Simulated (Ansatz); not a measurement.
Input and output of a self-consistent single point for a (110) slab of FeAl (cut from a parent of space group no. 221; 10 atoms in the cell) (Ansatz, a first-principles code).

Method: LDA (PW92), default PAW files made with PBE (plane waves; Ansatz).

```
CELL_PARAMETERS angstrom
      2.91873     0.00000     0.00000
      0.00000     4.12771     0.00000
      0.00000     0.00000    22.25550
ATOMIC_POSITIONS crystal
  Al 0.50000 0.25000 0.31453
  Fe 0.00000 0.75000 0.31453
  Al 0.50000 0.75000 0.40727
  Fe 0.00000 0.25000 0.40727
  Al 0.50000 0.25000 0.50000
  Fe 0.00000 0.75000 0.50000
  Al 0.50000 0.75000 0.59273
  Fe 0.00000 0.25000 0.59273
  Al 0.50000 0.25000 0.68547
  Fe 0.00000 0.75000 0.68547
```

Reference input (self-consistent single point, DFT, LDA (PW92), plane waves, default PAW files made with PBE): basis.ecutwfc = 420 eV; kpoints.mp_grid.grid = 7 5 1; hamiltonian.xc = lda; hamiltonian.pseudopotentials = {kind: paw} (the program's default PAW files); scf.occupations.method = fermi_dirac; scf.occupations.width = 0.1 eV. This run's input differs from it in these lines:

Ansatz 0.2 input:
```diff
@@ -17,3 +17,3 @@
 basis:
-  ecutwfc: 420.0
+  ecutwfc: 630.0
 kpoints:
```

Output (repeated stretches shortened):

```
SCF iter   1: F=—  HF=-24663.578514 eV  |F-HF|=—  |Δ(HF+E_count)|=         —  Δρ=1.12e-2  dr2=4.08e-1  ethr=1.77e-3  ⟨swp⟩=9.2  Hψ=3146  notcnv=0
all-band conjugate gradients solve this SCF's bands
preconditioner: auto → LDOS
SCF iter   2: F=—  HF=-24663.578439 eV  |F-HF|=—  |Δ(HF+E_count)|=   7.49e-5  Δρ=6.63e-3  dr2=5.35e-2  ethr=4.30e-4  ⟨swp⟩=2.9  Hψ=1295  notcnv=0
   [... lines left out ...]
SCF iter   5: F=—  HF=-24663.568016 eV  |F-HF|=—  |Δ(HF+E_count)|=   9.90e-4  Δρ=4.89e-4  dr2=2.89e-4  ethr=1.01e-5  ⟨swp⟩=1.9  Hψ=911  notcnv=0
SCF iter   6: F=—  HF=-24663.567961 eV  |F-HF|=—  |Δ(HF+E_count)|=   5.59e-5  Δρ=8.56e-5  dr2=2.13e-5  ethr=3.04e-7  ⟨swp⟩=2.1  Hψ=1119  notcnv=0
SCF iter   7: F=—  HF=-24663.568205 eV  |F-HF|=—  |Δ(HF+E_count)|=   2.44e-4  Δρ=3.50e-5  dr2=4.62e-6  ethr=2.25e-8  ⟨swp⟩=2.3  Hψ=1199  notcnv=0
SCF iter   8: F=-24663.568206 eV  HF=-24663.568206 eV  |F-HF|=1.06e-7  |Δ(HF+E_count)|=   9.80e-7  Δρ=7.04e-6  dr2=9.30e-8  ethr=1.05e-10  ⟨swp⟩=8.2  Hψ=3662  notcnv=0
SCF 1 converged in 8 iterations: F = -24663.568206 eV  dr2 = 9.30e-8
Free energy (F): -24663.568206 eV
Internal energy: -24662.997584 eV  (E = F + TS)
E sigma→0 (E₀):  -24663.282895 eV
Entropy (-TS):   -0.570622 eV (-57.062 meV/atom)
Fermi energy:    3.441125 eV
--- Forces (eV/Å), atoms counted from 1 ---
  atom   1  Al     0.00000000     0.00000000     0.27328829
  atom   2  Fe     0.00000000     0.00000000     1.08476064
  atom   3  Al     0.00000000     0.00000000    -0.01651138
  atom   4  Fe     0.00000000     0.00000000     0.08644868
  atom   5  Al     0.00000000     0.00000000     0.00000000
  atom   6  Fe     0.00000000     0.00000000     0.00000000
  atom   7  Al     0.00000000     0.00000000     0.01651138
  atom   8  Fe     0.00000000     0.00000000    -0.08644868
  atom   9  Al     0.00000000     0.00000000    -0.27328829
  atom  10  Fe     0.00000000     0.00000000    -1.08476064
--- Stress (GPa, compression-positive) ---
      -10.547871       0.000000       0.000000
        0.000000      -9.909800       0.000000
        0.000000       0.000000      -6.871287
  P = ⅓ Tr σ = -9.1097 GPa (-91.097 kbar)
  The stress holds the Pulay correction. Without it, at fixed plane waves, as pw.x and ABINIT print it: P = -9.1169 GPa
```

The run converged in 8 iterations. Against the reference run the free energy goes down by 1.1 meV/atom and the largest force stays at 1.085 eV/Å.

The starting cell has typed, rounded lattice constants, without a prior relaxation at this level. The slab is cut from that crystal, and its faces are unrelaxed. Its lattice was rescaled by up to half a per cent. Spin polarisation is off. Forces in this geometry exceed 1 eV/Å.
